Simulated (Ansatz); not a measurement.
A working Ansatz (a first-principles code) input for BPd₂ (Pnnm, 6 atoms in the cell) (DFT, PBEsol, plane waves, default PAW files made with PBE):

Ansatz 0.2 input:
```yaml
# BPd2
crystal:
  lattice:
    - [4.71786000, 0.00000000, 0.00000000]
    - [0.00000000, 5.14028000, 0.00000000]
    - [0.00000000, 0.00000000, 3.15135000]
  atoms:
    - { symbol: B, position: [0.50000000, 0.50000000, 0.50000000] }
    - { symbol: B, position: [0.00000000, 0.00000000, 0.00000000] }
    - { symbol: Pd, position: [0.75476000, 0.15578000, 0.50000000] }
    - { symbol: Pd, position: [0.24524000, 0.84422000, 0.50000000] }
    - { symbol: Pd, position: [0.25476000, 0.34422000, 0.00000000] }
    - { symbol: Pd, position: [0.74524000, 0.65578000, 0.00000000] }
kpoints:
  mp_grid: { grid: [6, 5, 8] }
hamiltonian:
  xc: pbesol
  pseudopotentials: { kind: paw }
scf:
  occupations: { method: gaussian, width: 0.1 eV }
output:
  forces: true
  eigenvalues: true
  stress: true
```

The run converged in 6 iterations: free energy E − TS (on the zero of these files) -27933.6702 eV; Fermi level (on the code's own zero) 17.33 eV; pressure -4.92 GPa; largest force (vector length) 0.028 eV/Å. Each of these slips is then made, one at a time:

(1)
```diff
-  atoms:
+ atoms:
```

(2)
```diff
-  occupations: { method: gaussian, width: 0.1 eV }
+  occupations: { method: gaussian, width: 1.36 eV }
```

Q: Predict the outcome of each change.

A: 
(1) Broken indentation. The program stopped before any SCF iteration.
```
Error: YAML parse error: error: line 3 column 3: crystal: missing field `atoms` (a structure is typed as `lattice` and `atoms`, a molecule's as `atoms` in Å alone, or read from a run's directory, `checkpoint`)
 --> <input>:3:3
  |
1 | # BPd2
2 | crystal:
3 |   lattice:
  |   ^ crystal: missing field `atoms` (a structure is typed as `lattice` and `a [...]
```

(2) A smearing width that is far too large. The run converged in 6 iterations without an error; against the sound input the free energy goes down by 134 meV/atom, the pressure goes from -4.92 to -2.83 GPa and the largest force goes from 0.028 to 0.057 eV/Å.

The starting cell comes from a database of computed structures (which also holds hypothetical and non-ambient phases and stackings), without a prior relaxation at this level. Spin polarisation is off. In the base run, with a pressure of about -5 GPa the cell is away from its equilibrium volume at this level. Ansatz's pressure includes its estimate of the finite-basis (Pulay) stress.

Left out of this page: 4 runs of the series outside the window shown, repeating another row's setting, or not comparable; 1 run of the series stopped by limits of time or memory.
